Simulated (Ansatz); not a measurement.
The reference is Ga₂O₃ in the corundum structure (space group R-3c, No. 167; a = 5.058 Å, c = 13.624 Å (hexagonal axes)).

(Cell as relaxed with PBE.)

Levels (all Ansatz, a program for electronic structure, PAW, earlier PAW set): PBE (420 eV, no spin-orbit coupling); r2SCAN (500 eV, no spin-orbit coupling).

Each level relaxes its own structure.

```
base                      PBE   r2SCAN
-------------------  --------  -------
volume per atom      10.06 Å³  9.64 Å³
lattice parameter a   5.058 Å  4.985 Å
band gap              2.41 eV  3.57 eV
```

One thing is altered: a hydrostatic pressure of 7 GPa.

```tsv
quantity	PBE	r2SCAN
lattice parameter a	5.009 Å	[?]
electron mass	0.23 mₑ (at Γ)	[?]
smallest direct gap	2.99 eV	[?]
```

Q: Given the PBE results, estimate those of r2SCAN.

A: 
- lattice parameter a, r2SCAN: 4.943 Å
- electron mass, r2SCAN: 0.26 mₑ (at Γ)
- smallest direct gap, r2SCAN: 4.16 eV

PBE's lattice parameter a lies 0.066 Å above r2SCAN's (1.3 %); PBE's smallest direct gap lies 1.161 eV below r2SCAN's. Neither level is exact; r2SCAN is the comparison here, not a measurement.

Load acts through the strain it causes; cell and atoms are relaxed under it. Effective masses come from finite differences of ±0.01 Å⁻¹. Whether these cells are dynamically stable was not tested. Competing high-pressure phases were not computed.
